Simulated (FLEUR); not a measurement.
Input and output of a self-consistent single point for a sheet of PtS₂ (3 atoms in the cell) (FLEUR).

Computed with PBE, all-electron FLAPW (FLEUR, film geometry), scalar-relativistic valence.

```
PtS2
1.0
    3.35403     0.00000     0.00000
   -1.67701     2.90467     0.00000
    0.00000     0.00000    16.79262
Pt S
1 2
Direct
  0.00000   0.00000   0.50000
  0.33333   0.66667   0.58315
  0.66667   0.33333   0.41685
```

Reference input (self-consistent single point, DFT, PBE, all-electron FLAPW (FLEUR, film geometry), scalar-relativistic valence): Kmax = 4.1 1/bohr; GmaxXC = 16.4 1/bohr; xcFunctional = pbe; jspins = 1; l_soc = F; mode = hist; fermiSmearingEnergy = 0.00367493 Htr; mesh (inpgen div1-3) = 11 11 1; inpgen gamma flag = false; Gmax = 16.4 1/bohr; numbands = 0; maxIterBroyd = 25. This run's input differs from it in these lines:

```diff
@@ -15,3 +15,3 @@
 &comp jspins=1 /
-&kpt div1=11 div2=11 div3=1 /
+&kpt div1=4 div2=4 div3=1 gamma=t /
 &end /
```

Log, with long lists cut:

```
 Iteration:     1   Distance:      21.38611534 me/bohr^3
 Iteration:     2   Distance:      18.94683677 me/bohr^3
 Iteration:     3   Distance:       7.76685474 me/bohr^3
 Iteration:     4   Distance:       4.48287700 me/bohr^3
 Iteration:     5   Distance:       2.13482708 me/bohr^3
   [... 24 lines left out ...]
 Iteration:    30   Distance:       0.00006366 me/bohr^3
 Iteration:    31   Distance:       0.00005171 me/bohr^3
 Iteration:    32   Distance:       0.00001206 me/bohr^3
 Iteration:    33   Distance:       0.00000586 me/bohr^3
 Reset of history
 Run finished successfully
 Stop message:
   Structural relaxation: new displacements generated

[file out, last iteration]
             iter=     34
[...]
          vacuum :                            -0.0639472762
 9990nmzxy=  100
 9992nmzdiff=  153
          vacuum :                            -0.2762002314
          total density-effective poten   -3.3750384839E+04
          vacuum :                            -0.1805523225
          total charge density-energy d   -4.0859751915E+02
 Updated energy parameters for spin:           1
[...]
 fermi energy and band-weighting factors:

[...]
FERMIE:
          first approx. to ef    (T=0)  :  -0.221734 htr   (energy of the highest occ. eigenvalue)
          number of occ. states  (T=0)  :         56
          first approx. to seigv (T=0)  : -21.909909 htr
   [... lines left out ...]
FERHIS:  Fermi-Energy by histogram:
          bandgap                     :   0.051724 htr
          charge neutrality (T=0)     :   0.000000    (zero if the highest occ. eigenvalue is "entirely" occupied)
     EF_NEWTON:  Adjust Fermi-Energy by Newton-Method.
 Direct bandgap for spin            1 :    6.4002849632964320E-002  Htr
 ---->    free energy=                    -19245.1481255983 htr
   [... lines left out ...]
      extrapolation for T->0
 ---->    total electron energy=          -19245.1481143740 htr
 ***** TOTAL FORCES ON ATOMS *****
 TOTAL FORCE FOR ATOM TYPE=  1  X=  0.000   Y=  0.000   Z=  0.000
                       FX_TOT= 0.000000 FY_TOT= 0.000000 FZ_TOT= 0.000000
 TOTAL FORCE FOR ATOM TYPE=  2  X=  3.169   Y= -1.830   Z=  2.639
                       FX_TOT= 0.000000 FY_TOT= 0.000000 FZ_TOT=-0.010872
```

The run converged in 33 iterations. FLEUR gives forces in its relaxation mode, with a further iteration, so its stop message speaks of a relaxation. Against the reference run the free energy rises by 17.8 meV/atom, the largest force goes from 0.523 to 0.559 eV/Å and the gap on the mesh goes from 1.439 to 1.407 eV.

The starting cell was generated: these elements placed on a structure prototype, without a prior relaxation; it need not be a known phase or ordering of this composition. Its lattice was rescaled in the plane by a random factor within 2.5 % of one. Spin-orbit coupling is off. Values depend on the basis (sphere radii, cutoffs, local orbitals), which need not be converged.

Cost on one core of a shared machine: roughly 70 s.
